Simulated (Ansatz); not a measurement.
## Pressure series in BeSe

Start from BeSe in the zinc blende structure (space group F-43m, No. 216; a = 5.1778 Å).

Cell and atoms are relaxed at each pressure.

Levels (all Ansatz, an electronic-structure program, PAW): PBE (420 eV, scalar-relativistic without spin-orbit coupling); PBEsol (420 eV, without spin-orbit coupling).

The base cell above is that of PBE; each level relaxes its own structures.

```tsv
case	volume per atom, PBE	volume per atom, PBEsol
pressure −2 GPa	17.84 Å³	17.32 Å³
pressure −1 GPa	17.59 Å³	17.08 Å³
pressure 0.3 GPa	17.28 Å³	16.80 Å³
pressure 0.7 GPa	17.19 Å³	16.72 Å³
pressure 1.5 GPa	17.02 Å³	16.56 Å³
pressure 3 GPa	16.72 Å³	16.28 Å³
pressure 5 GPa	16.35 Å³	15.94 Å³
pressure 7.5 GPa	15.94 Å³	15.56 Å³
pressure 10 GPa	15.58 Å³	15.21 Å³
```

PBE lies above PBEsol in every row, by 0.36 Å³ to 0.53 Å³. They put the cases in the same order.

Load acts through the strain it causes; cell and atoms are relaxed under it. Whether these cells are dynamically stable was not tested. No other phases were tried under pressure.
